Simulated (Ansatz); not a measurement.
Amorphous silicon oxynitride (Si$_{45}$O$_{18}$N$_{48}$), 111 atoms at 2.67 g/cm³, one PBE-relaxed geometry, zone centre. Methods: PBE, scalar-relativistic without spin-orbit coupling (Ansatz, a first-principles code); r2SCAN, scalar-relativistic without spin-orbit coupling (Ansatz). Plane waves to 420 eV (r2SCAN 500 eV). At PBE the levels at both edges of the gap are localised (band-tail or defect states), and the nearest spread-out levels lie 3.3 eV apart at the zone centre. The higher rungs were started with moments on some atoms, which died out.

A CHGNet melt-quench gave the starting glass, which DFT then relaxed. O and N atoms were pushed apart under 1.9 Å during the dynamics, to hinder bonds among them. The hot cell started wider than the set density and was brought back towards it in steps. It is the lowest in DFT energy of 2 quenches. It is a model cell: composition and starting density were chosen by hand, and all elements were melted together. No dispersion term was used. A short ab initio anneal came between quench and relaxation. Its density started from a set value of 2.69 and ended at 2.67 g/cm³. The quench (nominally 600 K/ps over its main leg) was far faster than any real one, so the model tends to hold more defects than a real film. A cell of this size samples the disorder only roughly. The volume was free in the relaxation, at fixed shape. Stress components on the final sampling reach 2.0 GPa.

The relaxation ran on the zone centre alone. At PBE the gap between localised states is 0.90 eV on a 2×2×2 Γ-centred mesh, and the spacing at the zone centre alone 0.86 eV.

Task: What zone-centre spacing does r2SCAN give, roughly?

Result: 1.20 eV (+0.34 eV against PBE).

The highest filled and the lowest empty state spread over these numbers of atoms (participation numbers): PBE: 4.2 and 5.2; r2SCAN: 4.1 and 4.9.
